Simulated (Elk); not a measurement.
Input and output of a self-consistent single point for Cu (Fm-3m, 1 atom in the cell) (Elk).

Level of theory: PBE, all-electron FP-LAPW, Elk's shipped species files, APW+lo basis with extra local orbitals (Elk 10.2.4).

The change in words: lattice scaled by 0.98. Reference geometry:
```xyz
1
Lattice="0.0000 1.7766 1.7766 1.7766 0.0000 1.7766 1.7766 1.7766 0.0000" Properties=species:S:1:pos:R:3 pbc="T T T"
Cu     0.0000     0.0000     0.0000
```

Reference input (self-consistent single point, DFT, PBE, all-electron FP-LAPW, Elk's shipped species files, APW+lo basis with extra local orbitals): xctype = 20; rgkmax = 7.5; stype = 3; swidth = 0.00367493 Ha; ngridk = 21 21 21; gmaxvr = 14 1/bohr; nxlo = 2; lorbcnd = true; rmtscf = 0.93; lmaxi = 2. This run's input differs from it in these lines:

```diff
@@ -34,5 +34,5 @@
 avec
-    0.0000000000    1.7765520000    1.7765520000
-    1.7765520000    0.0000000000    1.7765520000
-    1.7765520000    1.7765520000    0.0000000000
+    0.0000000000    1.7410210000    1.7410210000
+    1.7410210000    0.0000000000    1.7410210000
+    1.7410210000    1.7410210000    0.0000000000
```

Log, with long lists cut:

```
│ Self-consistent loop started │
│ Loop number : 1 │
 total energy                :     -1644.60459415
│ Loop number : 2 │
 total energy                :     -1645.18648091
RMS change in Kohn-Sham potential (target) :   0.4592017108     (  0.1000000000E-05)
Absolute change in total energy (target)   :   0.5818867608     (  0.1000000000E-03)
│ Loop number : 3 │
 total energy                :     -1647.01942407
RMS change in Kohn-Sham potential (target) :   0.3849674691     (  0.1000000000E-05)
Absolute change in total energy (target)   :    1.978414847     (  0.1000000000E-03)
│ Loop number : 4 │
   [... lines left out ...]
Absolute change in total energy (target)   :   0.1666575558E-02 (  0.1000000000E-03)
│ Loop number : 13 │
 total energy                :     -1655.09111943
RMS change in Kohn-Sham potential (target) :   0.1856633275E-05 (  0.1000000000E-05)
Absolute change in total energy (target)   :   0.3279836599E-03 (  0.1000000000E-03)
│ Loop number : 14 │
 total energy                :     -1655.09107778
RMS change in Kohn-Sham potential (target) :   0.3180166635E-06 (  0.1000000000E-05)
Absolute change in total energy (target)   :   0.4034541030E-04 (  0.1000000000E-03)
Convergence targets achieved

│ Loop number : 15 │

Energies :
 Fermi                       :     0.321400073009
 total energy                :     -1655.09107042

Density of states at Fermi energy :    8.310641033
 (states/Hartree/unit cell)

Estimated indirect band gap :   0.2302118533E-02
 from k-point    176 to k-point    116
Estimated direct band gap   :   0.6268974158E-01
 at k-point    116

Charges :
 core                        :    12.00000000
 valence                     :    17.00000000
 interstitial                :   0.9548128461
 muffin-tins (core leakage)
  species :    1 (Cu)
   atom    1                 :    28.04518715     (  0.4117673565E-03)
 total in muffin-tins        :    28.04518715
 total calculated charge     :    28.99445719
 total charge                :    29.00000000
 error                       :   0.5542812518E-02

│ Self-consistent loop stopped │
```

The run converged in 15 iterations. The count includes the last loop, which Elk runs after its targets are met. Against the reference run the free energy rises by 68.9 meV/atom.

The starting cell comes from a database of computed structures (which also holds hypothetical and non-ambient phases and stackings), without a prior relaxation at this level. Its lattice was rescaled by a random factor within 2.5 % of one. For this run, on top of that: lattice scaled by 0.98. Spin polarisation is off. Values depend on the basis (sphere radii, cutoffs, local orbitals), which need not be converged. The log's line on a gap gives a spacing of levels on this mesh, which the program prints for metals too.
